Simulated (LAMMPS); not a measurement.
LAMMPS 22 Jul 2025, classical MD, Buckingham with full ionic charges: MgO, 10648 atoms.

| Quantity | Value |
|---|---|
| task | MD, nve |
| potential | Buckingham with full ionic charges |
| copies of the repeat unit | 11×11×11 |
| shape (slab and sphere leave vacuum in the box) | bulk |
| steps | 2000 |
| timestep | 1 fs |
| thermo | 50 |
| kspace_style | pppm |
| kspace_accuracy | 0.0001 |
| pair cutoff | 10 Å |
| newton | on (default) |
| atom_modify sort (bins of 2 Å where set) | 1000 (default) |
| comm_style | brick (default) |
| kspace_modify | order 5 diff ik (default) |
| box | 46.3 × 46.3 × 46.3 Å |
| start | generated rock salt lattice, warmed in an untimed run |

All runs start from one configuration, warmed at this fixed volume for 1000 steps under a thermostat at 2500 K. The run at a skin of 2 Å has a mean temperature of 2500 K and a mean pressure of 12.3 GPa.

Single runs; times are not shown.

With neigh_modify every 1 delay 0 check yes, skins of 0.1, 0.3, 0.5, 1, 1.5, 2, 3 Å were run. Further schedules:
- skin 1 Å, every 100 delay 0 check no
- skin 0.3 Å, every 100 delay 0 check no
- skin 1 Å, every 1 delay 10 check yes
- skin 1 Å, every 20 delay 0 check no
- skin 0.3 Å, every 20 delay 0 check no
- skin 0.3 Å, every 10 delay 0 check yes
- skin 2 Å, every 20 delay 0 check no

A schedule rebuilds too seldom if it shows a dangerous build, rebuilds less often than the check at every step does at that skin, or fails.

### Question
Which schedules can miss pairs here, and how do rebuilds depend on the skin?

### Answer
With the check at every step the rebuilds are 1677 at 0.1 Å, 606 at 0.3 Å, 373 at 0.5 Å, 188 at 1 Å, 118 at 1.5 Å, 76 at 2 Å, 0 at 3 Å. Too seldom: skin 1 Å, every 100 delay 0 check no; skin 0.3 Å, every 100 delay 0 check no; skin 1 Å, every 1 delay 10 check yes; skin 1 Å, every 20 delay 0 check no; skin 0.3 Å, every 20 delay 0 check no; skin 0.3 Å, every 10 delay 0 check yes.

| setting | rebuilds | dangerous builds | list entries an atom | change of the total energy (meV/atom) |
|---|---|---|---|---|
| skin 0.1 Å, every 1 delay 0 check yes | 1677 | — | 230 | −0.019 |
| skin 0.3 Å, every 1 delay 0 check yes | 606 | — | 238 | −0.019 |
| skin 0.5 Å, every 1 delay 0 check yes | 373 | — | 251 | −0.019 |
| skin 1 Å, every 1 delay 0 check yes | 188 | — | 300 | −0.019 |
| skin 1.5 Å, every 1 delay 0 check yes | 118 | — | 347 | −0.019 |
| skin 2 Å, every 1 delay 0 check yes | 76 | — | 383 | −0.019 |
| skin 3 Å, every 1 delay 0 check yes | 0 | — | 491 | −0.019 |
| skin 1 Å, every 100 delay 0 check no | stops: Out of range atoms - cannot compute PPPM | — | — | — |
| skin 0.3 Å, every 100 delay 0 check no | stops: Out of range atoms - cannot compute PPPM | — | — | — |
| skin 1 Å, every 1 delay 10 check yes | 187 | 73 | 300 | −0.019 |
| skin 1 Å, every 20 delay 0 check no | stops: Out of range atoms - cannot compute PPPM | — | — | — |
| skin 0.3 Å, every 20 delay 0 check no | stops: Out of range atoms - cannot compute PPPM | — | — | — |
| skin 0.3 Å, every 10 delay 0 check yes | 200 | 200 | 238 | +0.0062 |
| skin 2 Å, every 20 delay 0 check no | 100 | not counted | 383 | −0.019 |

Where the energy changes as in the checked runs, the late rebuilds cost nothing that shows in this run. List entries are as LAMMPS prints them (Ave neighs/atom).
